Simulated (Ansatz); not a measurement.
Consider Au vacancy in fcc Au, neutral cell. The step: a nearby Au atom hops onto the vacant site; the atom moves 2.82 Å along (0.00, 0.48, -0.48) of the unit cell; the moving atom starts with neighbours 4 Au at 2.88, 2 Au at 2.94, 4 Au at 2.96, Au at 2.99 Å and ends with 4 Au at 2.88, 2 Au at 2.94, 4 Au at 2.96, Au at 3.00 Å. DFT values are from Ansatz (plane-wave PAW, 420 eV unless said) in a cell of 32 host sites, spin-restricted, static, with no finite-size correction. Forms of the defect that were not tried may lie lower. For the PBE band: the saddle point's order was not checked, and it lies on a symmetry element of the cell, where a band can be held.

```
Level                                                                           Forward barrier (eV)  Cost of the band or of the saddle's single point
------------------------------------------------------------------------------  --------------------  ------------------------------------------------
CHGNet universal potential (has no charge state), its own band                                  0.29                                                 -
PBE, a 3×3×3 k-point mesh shifted by half a step, band relaxed                                  0.52                           roughly 90 core-minutes
PBE, a 4×4×4 k-point mesh shifted by half a step, same geometries                               0.58                      very roughly 11 core-minutes
r2SCAN at 500 eV, a 3×3×3 k-point mesh shifted by half a step, same geometries                     ?                            roughly 9 core-minutes
```

**Question.** Some entries are withheld; supply them.

**Answer.** 
- r2SCAN at 500 eV, a 3×3×3 k-point mesh shifted by half a step, same geometries, Forward barrier (eV): 0.43

Ansatz is a program for electronic structure.
